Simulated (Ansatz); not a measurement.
## A computed series for Mo3Ir: pressure series

Take Mo₃Ir in the A15 (Cr3Si type) structure (space group Pm-3n, No. 223; a cell from a computed database, its experimental status unchecked) as the base.

```cif
data_Ir2Mo6
_chemical_formula_sum 'Mo6 Ir2'
_space_group_name_H-M_alt 'P 1'
_space_group_IT_number 1
_cell_length_a 4.94006
_cell_length_b 4.94006
_cell_length_c 4.94006
_cell_angle_alpha 90.000
_cell_angle_beta 90.000
_cell_angle_gamma 90.000
loop_
_space_group_symop_operation_xyz
  'x, y, z'
loop_
_atom_site_label
_atom_site_type_symbol
_atom_site_fract_x
_atom_site_fract_y
_atom_site_fract_z
_atom_site_occupancy
Mo1 Mo 0.50000 0.25000 0.00000 1
Mo2 Mo 0.50000 0.75000 0.00000 1
Mo3 Mo 0.25000 0.00000 0.50000 1
Mo4 Mo 0.75000 0.00000 0.50000 1
Mo5 Mo 0.00000 0.50000 0.25000 1
Mo6 Mo 0.00000 0.50000 0.75000 1
Ir1 Ir 0.50000 0.50000 0.50000 1
Ir2 Ir 0.00000 0.00000 0.00000 1
```

Cell and atoms are relaxed at each pressure.

Level of theory: DFT with PBEsol, PAW potentials and a 420 eV plane-wave cutoff in Ansatz (a program for electronic structure), no spin-orbit coupling.

Notes on the quantities. enthalpy: H = E + PV relative to the base's energy.

| variant | enthalpy | shortest interatomic distance |
|---|---|---|
| base | – | 2.470 Å |
| pressure 0.3 GPa | +0.03 eV/atom | 2.469 Å |
| pressure 0.7 GPa | +0.07 eV/atom | 2.468 Å |
| pressure 1.5 GPa | +0.14 eV/atom | 2.466 Å |
| pressure 3 GPa | +0.28 eV/atom | 2.462 Å |
| pressure 5 GPa | +0.47 eV/atom | 2.457 Å |
| pressure 7.5 GPa | +0.70 eV/atom | 2.451 Å |
| pressure 10 GPa | +0.93 eV/atom | 2.445 Å |

Load acts through the strain it causes; cell and atoms are relaxed under it. Whether these cells are dynamically stable was not tested. Competing high-pressure phases were not computed. The final runs are not spin-polarised.
